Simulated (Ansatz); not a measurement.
**ZnS: response to strain**

Start from ZnS in the zinc blende structure (space group F-43m, No. 216; a = 5.3891 Å).

Strains are applied to the cell and any free atomic positions relax.

Method: r2SCAN, PAW, 500 eV (Ansatz, a program for electronic structure; no spin-orbit coupling).

Notes on the quantities. hole mass: degenerate bands, along [100].

```csv
change,volume per atom,band gap,electron mass,hole mass
base,19.56 Å³,2.70 eV,0.19 mₑ (at Γ),"0.21, 0.68, 0.68 mₑ (at Γ)"
isotropic strain +0.50 %,19.86 Å³,2.63 eV,0.19 mₑ (at Γ),"0.21, 0.69, 0.69 mₑ (at Γ)"
isotropic strain +1.00 %,20.16 Å³,[?],0.19 mₑ (at Γ),"0.21, 0.71, 0.71 mₑ (at Γ)"
isotropic strain +1.50 %,20.46 Å³,2.50 eV,0.19 mₑ (at Γ),"0.21, 0.72, 0.72 mₑ (at Γ)"
isotropic strain +2.00 %,20.76 Å³,[?],0.18 mₑ (at Γ),"0.20, 0.73, 0.73 mₑ (at Γ)"
isotropic strain +2.50 %,21.07 Å³,[?],0.18 mₑ (at Γ),"0.20, 0.75, 0.75 mₑ (at Γ)"
isotropic strain +3.00 %,21.38 Å³,2.30 eV,0.18 mₑ (at Γ),"0.20, 0.76, 0.76 mₑ (at Γ)"
```

**Question.** What belongs in the blanks?

**Answer.** 
- isotropic strain +1.00 %, band gap: 2.57 eV
- isotropic strain +2.00 %, band gap: 2.43 eV
- isotropic strain +2.50 %, band gap: 2.37 eV

Effective masses come from finite differences of ±0.01 Å⁻¹. No phonon test of stability was made.
